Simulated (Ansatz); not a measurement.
## CsCl-type GaNi

Level of theory: LDA in Ansatz (plane waves, PAW).

Numerical settings: plane-wave cutoff 500 eV, 20×20×20 k mesh, Fermi–Dirac smearing 0.1 eV, no spin polarisation, scalar-relativistic PAW data made under PBE.

Cell: relaxed at this level.

```
Quantity                            Result
---------------------------  -------------
equilibrium volume per atom  11.47 Å³/atom
lattice parameter a                2.842 Å
band gap                     zero (no gap)
```

Spin–orbit coupling is not included.

Computed values are for the static lattice.

Ansatz is a quantum-chemistry and plane-wave program.
